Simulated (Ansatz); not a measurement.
# Response to strain in WC

Start from WC (space group P-6m2, No. 187; a = 2.9127 Å, c = 2.8354 Å; relaxed with 0.1 eV smearing). Axes: x lies along a and z along c of the hexagonal cell.

Strains are applied to the cell and any free atomic positions relax.

Method: r2SCAN (Ansatz, a first-principles code, PAW, no spin-orbit coupling).

Notes on the quantities. energy relative to the base: free energy F.

```json
[
 {"uniaxial strain ε_zz (%)": "-3", "energy relative to the base (meV/atom)": "31.0"},
 {"uniaxial strain ε_zz (%)": "-2.5", "energy relative to the base (meV/atom)": "21.3"},
 {"uniaxial strain ε_zz (%)": "-2", "energy relative to the base (meV/atom)": "?"},
 {"uniaxial strain ε_zz (%)": "-1.5", "energy relative to the base (meV/atom)": "7.5"},
 {"uniaxial strain ε_zz (%)": "-1", "energy relative to the base (meV/atom)": "3.3"},
 {"uniaxial strain ε_zz (%)": "-0.5", "energy relative to the base (meV/atom)": "0.8"},
 {"uniaxial strain ε_zz (%)": "0", "energy relative to the base (meV/atom)": "0.0"}
]
```

### Question
Fit ΔE = Aε² + Bε³ (ε in %) to the rows shown and predict the withheld row.

### Answer
Least squares on the printed values gives A = 3.22 and B = -0.074 meV/atom (largest residual 0.0 meV/atom); this predicts 13.5 meV/atom, and the run gives 13.5 meV/atom, in agreement.

Stability against distortions was not tested. The final runs are not spin-polarised.
